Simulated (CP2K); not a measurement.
Band structure of HfH2 (I4/mmm, 3 atoms in the cell).

```yaml
crystal:
  lattice:
    - [3.25436, 0.00000, 0.00000]
    - [-0.42728, 3.22619, 0.00000]
    - [-1.41354, -1.61309, 2.44759]
  atoms:
    - { symbol: Hf, position: [0.00000, 0.00000, 0.00000] }
    - { symbol: H, position: [0.25000, 0.75000, 0.50000] }
    - { symbol: H, position: [0.75000, 0.25000, 0.50000] }
```

Level of theory: CP2K 2026.2 with PBEsol, GPW, DZVP-MOLOPT-SR-GTH basis, GTH-PBE potentials (GTH_POTENTIALS).

Settings: CUTOFF = 500 Ry; REL_CUTOFF = 50 Ry; SMEAR/METHOD = GAUSSIAN; SIGMA = 0.136 eV; KPOINTS/SCHEME = MONKHORST-PACK 9 9 9; XC_FUNCTIONAL = PBE:PBESOL; Hf/BASIS_SET = DZVP-MOLOPT-SR-GTH; Hf/POTENTIAL = GTH-PBE-q12; H/BASIS_SET = DZVP-MOLOPT-SR-GTH; H/POTENTIAL = GTH-PBE-q1; METHOD = GPW; EPS_DEFAULT = 1e-10; EXTRAPOLATION = USE_GUESS; NGRIDS = 5.

The starting cell comes from a database of computed structures (which also holds hypothetical and non-ambient phases and stackings), without a prior relaxation at this level. Spin-orbit coupling is off. Values carry the incompleteness of an atom-centred basis. The potentials were made for another functional than the one used.

Levels in eV from the Fermi level, bands 4 to 9:
| point | 4 | 5 | 6 | 7 | 8 | 9 |
|---|---|---|---|---|---|---|
| Γ | -30.43 | -11.56 | -1.15 | -0.51 | -0.51 | 0.40 |
| X | -30.61 | -6.83 | -5.99 | -4.44 | 4.07 | 4.33 |
| Y | -30.75 | -7.57 | -5.13 | -3.25 | 1.18 | 5.11 |
| S | -30.77 | -7.84 | -4.75 | -3.60 | 3.04 | 4.06 |
| Z | -30.80 | -8.06 | -4.39 | -4.06 | 4.80 | 4.94 |
| S1 | -30.77 | -7.84 | -4.75 | -3.60 | 3.04 | 4.06 |
| N | -30.49 | -8.71 | -5.35 | -0.90 | 0.70 | 3.95 |
| P | -30.68 | -6.48 | -6.48 | -2.66 | 1.33 | 4.11 |
| Y1 | -30.75 | -7.57 | -5.13 | -3.25 | 1.18 | 5.11 |

Bands cross the Fermi level along this path, so the cell is metallic at this level.

Higher empty bands are left out: an atom-centred basis made for the valence describes them poorly.
